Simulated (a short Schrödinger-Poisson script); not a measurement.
# Symmetric double-gate stack, SiO2 on p-type Si(100)

System: symmetric double-gate stack, SiO2 on p-type Si(100), at 77 K.

```
layer  material  thickness (nm)  Na (cm⁻³)
-----  --------  --------------  ---------
1          SiO2             2.4          -
2            Si              10       1e18
3          SiO2             2.4          -
```

The device is made up for the run: typed textbook-type constants, with dimensions and the other settings drawn at random. SiO2: permittivity 3.9, conduction-band edge (eV) 3.15, gap (eV) 9, electron mass (mₑ) 0.5. Si: permittivity 11.7, conduction-band edge (eV) 0, gap (eV) 1.124, Nv at 300 K (cm⁻³) 3.1e19.

Channel valleys (confinement mass, in-plane density-of-states mass, number): Δ2 0.916, 0.19, 2; Δ4 0.19, 0.417, 4. At the gates, both at one voltage, the conduction-band edge of layer 1 lies 3.44 eV − eVg above the Fermi level of the channel. Gaps are held at their typed values at every temperature. Mesh 0.03 nm at interfaces.

From a short Schrödinger-Poisson script (our own, NumPy): 1D Poisson equation in equilibrium, electrons quantum, Hartree (BenDaniel-Duke, 12 states a valley, the channel's in-plane mass for all, wave functions free to enter the dielectric), parabolic valleys, classical holes, full ionisation, no traps, pinning or gate leakage.

```csv
Vg (V),electrons (cm⁻²),C (μF/cm²),Δ2 E0 (meV),Δ2 E1 (meV),Δ4 E0 (meV),Δ4 E1 (meV)
0.3,9.56e7,< 0.003,66.0,75.0,78.9,126.3
0.5,1.85e12,2.17,-0.8,3.4,13.9,55.0
0.7,4.68e12,2.34,-10.5,-8.9,8.8,44.4
0.9,7.65e12,2.40,-18.6,-17.9,5.9,37.8
1.1,1.07e13,2.44,-26.3,-26.0,3.4,32.3
1.3,1.37e13,2.47,-33.9,-33.7,1.3,27.5
1.5,1.68e13,2.49,-41.2,-41.1,-0.7,23.0
1.7,1.99e13,2.51,-48.2,-48.2,-2.6,18.9
```

Gate voltages with under 1e6 electrons/cm² are left out.

Subbands count from the Fermi level. The capacitance is that of both gates.
